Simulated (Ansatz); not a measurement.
The starting structures come from a database of crystals and need not be the phases stable at ambient conditions.

Tunnelling through a barrier is set by its complex band structure: the current falls as exp(−2κd) with the smallest κ.

Consider the following.

```xyz
4
Lattice="4.5190 0.0000 0.0000 2.2595 3.9135 0.0000 2.2595 1.3045 7.3565" Properties=species:S:1:pos:R:3 pbc="T T T"
Mg     4.5190     2.6090     3.6601
Cd     6.7784     3.9135     0.0112
Te     6.7784     3.9135     2.7944
Te     4.5190     2.6090     6.4084
```

Space group of this cell: R3m. The cell is strained (all lengths scaled by 0.98); by PBEsol its mean pressure is 1.5 GPa.

Transport runs along the normal of the first two printed cell vectors, the (001) plane of the conventional cell.

The gap is the functional's own, uncorrected, and κ follows it; spin-orbit coupling is left out. Mid-gap values are interpolated between the computed energies.

Q: State the band gap and the smallest decay constant κ at mid-gap according to PBEsol (Ansatz, an electronic-structure program).

A: Gap 1.40 eV on a 8×8×8 mesh; κ = 0.105 1/Å, at the zone centre.
